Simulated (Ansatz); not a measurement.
# What electrons 1.5×10^21 cm⁻³ does to SiC

The reference is SiC in the zinc blende structure (space group F-43m, No. 216; a = 4.356 Å).

It is then changed as follows: electron doping at 1.5×10^21 cm⁻³ (0.0310 per cell), with a uniform compensating background at fixed cell and a 300 K Fermi–Dirac width.

Level of theory: r2SCAN (Ansatz, a first-principles code), without spin-orbit coupling. Γ-centred 30×30×30 mesh, Fermi–Dirac width 0.0259 eV.

* **Gap between the host's bands**: 1.70 eV (base 1.71 eV)
* **Gap character**: indirect, Γ → X (base indirect, Γ → X)
* **Fermi level relative to the doped band's edge (positive inside the band; to 0.05 eV)**: +0.65 eV

Carriers are added with a uniform compensating background; total energy and stress of such cells depend on the potential's zero and are not compared; many-body gap narrowing is missing at this level. Stability against distortions was not tested.
